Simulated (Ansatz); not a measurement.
Mg₂SnO₄ (Imma, No. 74, 14 atoms in the cell; start mp-34022) was calculated with PBE0 in Ansatz (PAW).

Run with plane-wave cutoff 460 eV, 4×4×4 k mesh, Fermi–Dirac smearing 0.01 eV, scalar-relativistic PAW data made under PBE.

Cell (relaxed with PBEsol):

Mg2SnO4 has the orthorhombic space group Imma (No. 74), Pearson symbol oI28. Lattice parameters: a = 6.0569 Å, b = 6.2298 Å, c = 8.6178 Å, α = β = γ = 90.00°. Mg1 on 4e is surrounded by 4 O at 1.995–2.021 Å (tetrahedral). Mg2 on 4c is surrounded by 6 O at 2.095–2.124 Å (octahedral). Sn on 4b has 6 O at 2.035–2.107 Å (octahedral). O1 on 8i has 1 Mg at 2.021 Å and 1 Mg at 2.124 Å and 2 Sn at 2.107 Å. O2 on 8h sees 1 Mg at 1.995 Å and 2 Mg at 2.095 Å and 1 Sn at 2.035 Å. (Neighbours: up to the widest gap in distance over summed covalent radii, below 1.35, at either atom; cation-cation and far metal-metal contacts left out.)
(The calculation used a cell of 14 atoms; values per cell refer to that cell.)

Question: Give the computed band gap.

Answer: 
- band gap = 5.14 eV (on the SCF k mesh)

Note: cell and atoms aren't relaxed at this level (pressure -2.1 GPa).

Spin–orbit coupling is not included.

A start named mp-… is a Materials Project structure, which need not be a measured phase.

Ansatz is a first-principles code.
